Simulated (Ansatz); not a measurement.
System: GeSe (model structure, started from the 4H type, P6₃mc, No. 186, 8 atoms in the cell). Method: PBEsol+SOC (Ansatz, a program for electronic structure, PAW).

Run with plane-wave cutoff 520 eV, 12×12×6 k mesh (along the axes of the cell as run), Fermi–Dirac smearing 0.05 eV, PAW data made under PBE.

Cell (relaxed with PBEsol):

```
CELL_PARAMETERS angstrom
      4.71259     0.00000     0.00000
     -2.35630     4.08122     0.00000
      0.00000     0.00000    11.10480
ATOMIC_POSITIONS crystal
  Ge 0.00000 0.00000 0.02338
  Ge 0.00000 0.00000 0.52338
  Ge 0.66667 0.33333 0.77273
  Ge 0.33333 0.66667 0.27273
  Se 0.00000 0.00000 0.78975
  Se 0.00000 0.00000 0.28975
  Se 0.66667 0.33333 0.53977
  Se 0.33333 0.66667 0.03977
```

What does this level give for the band gap and direct gap at Γ?


- band gap: 0.45 eV (on the SCF k mesh)
- direct gap at Γ: 2.30 eV

Note: the relaxation could raise the start's symmetry but not lower it, so the cell can be a saddle point.

The computed numbers hold no vibrational or temperature effects.

A model structure was made by putting elements into a prototype or built by hand; it is no filed structure, need not be a known phase, and can be a saddle point held by its symmetry.
